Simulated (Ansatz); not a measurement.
The parent structure is KCl in the rock salt structure (space group Fm-3m, No. 225; a = 6.381 Å).

The change: a negative pressure, −1 GPa.

The values are results of PBE (Ansatz, a program for electronic structure, PAW, no spin-orbit coupling), not measurements.

Base, band edges from the VBM (valence, conduction): X -0.21, 6.56; W -0.45, 7.96; L -0.29, 7.46; Γ 0.00, 5.05; K -0.27, 7.25; U -0.27, 7.25 eV.

### Question
Give the band edges at the high-symmetry points of the new zone, measured from its valence-band maximum.

### Answer
| point | valence edge (eV) | conduction edge (eV) |
|---|---|---|
| Γ | 0.00 | 4.82 |
| X | -0.20 | 6.59 |
| U | -0.24 | 7.19 |
| K | -0.24 | 7.19 |
| L | -0.25 | 7.24 |
| W | -0.39 | 7.84 |

The gap is 4.82 eV, direct at Γ.

Load acts through the strain it causes; cell and atoms are relaxed under it. Whether these cells are dynamically stable was not tested.
